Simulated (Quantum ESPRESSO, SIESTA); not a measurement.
A Quantum ESPRESSO input for a self-consistent single point of LaSiPt (I4_1md, 6 atoms in the cell) (DFT, PBEsol, plane waves, GBRV 1.5 ultrasoft (PBESOL) pseudopotentials):

```fortran
&control
    calculation = 'scf',
    prefix = 'lasipt',
    outdir = './tmp/',
    pseudo_dir = './',
    tprnfor = .true.,
    tstress = .true.,
/
&system
    ibrav = 7,
    celldm(1) = 8.205769089,
    celldm(3) = 3.42206928761,
    nat = 6,
    ntyp = 3,
    ecutwfc = 40,
    ecutrho = 320,
    occupations = 'smearing',
    smearing = 'fermi-dirac',
    degauss = 0.0073499,
/
&electrons
    conv_thr = 1.0d-10,
    mixing_beta = 0.3,
/
ATOMIC_SPECIES
La   138.9055  la_pbesol_v1.uspp.F.UPF
Si    28.0850  si_pbesol_v1.uspp.F.UPF
Pt   195.0840  pt_pbesol_v1.4.uspp.F.UPF
ATOMIC_POSITIONS crystal
La    0.000000000    0.329960000    0.329960000
La   -0.500000000    0.579960000    0.079960000
Si    0.000000000    0.749630000    0.749630000
Si   -0.500000000    0.999630000    0.499630000
Pt    0.000000000    0.917410000    0.917410000
Pt   -0.500000000    0.167410000    0.667410000
K_POINTS automatic
6 6 6  0 0 0
```

**Question.** Write the same calculation as an input for SIESTA.

**Answer.** One input that does it (others would too):

```
# files in the folder: La.psml Si.psml Pt.psml (PseudoDojo PBEsol standard)
SystemName  LaSiPt
SystemLabel LaSiPt

NumberOfAtoms                6
NumberOfSpecies              3
%block ChemicalSpeciesLabel
  1 57 La
  2 14 Si
  3 78 Pt
%endblock ChemicalSpeciesLabel
LatticeConstant              1.0 Ang
%block LatticeVectors
    -2.171153000    2.171153000    7.429836000
     2.171153000   -2.171153000    7.429836000
     2.171153000    2.171153000   -7.429836000
%endblock LatticeVectors
AtomicCoordinatesFormat      Ang
%block AtomicCoordinatesAndAtomicSpecies
    -0.000000000    0.000000000    4.903097373  1
     2.171153000    0.000000000    1.188179373  1
    -0.000000000    0.000000000   11.139255921  2
     2.171153000    0.000000000    7.424337921  2
     0.000000000   -0.000000000   13.632411690  3
     0.000000000    2.171153000    2.487657690  3
%endblock AtomicCoordinatesAndAtomicSpecies

XC.functional                GGA
XC.authors                   PBEsol
PAO.BasisSize                DZP
PAO.EnergyShift              0.01 Ry
MeshCutoff                   400 Ry
%block kgrid.MonkhorstPack
    6   0   0  0.0
    0   6   0  0.0
    0   0   6  0.0
%endblock kgrid.MonkhorstPack
OccupationFunction           FD
ElectronicTemperature        100.0 meV

MaxSCFIterations             150
SCF.Mixer.Method             Pulay
SCF.Mixer.Weight             0.2
SCF.Mixer.History            6
SCF.DM.Tolerance             1.0E-04
Diag.ParallelOverK           true
WriteForces                  true
Charge.Mulliken              end
```

Basis settings and potentials, where a program has them, do not carry over. This input uses DFT, GGA PBEsol, numerical atomic orbitals DZP, PseudoDojo PBEsol standard norm-conserving potentials (rewritten from UPF to PSML).

The starting cell comes from a database of computed structures (which also holds hypothetical and non-ambient phases and stackings), without a prior relaxation at this level. Its lattice was rescaled by a random factor within 2.5 % of one.
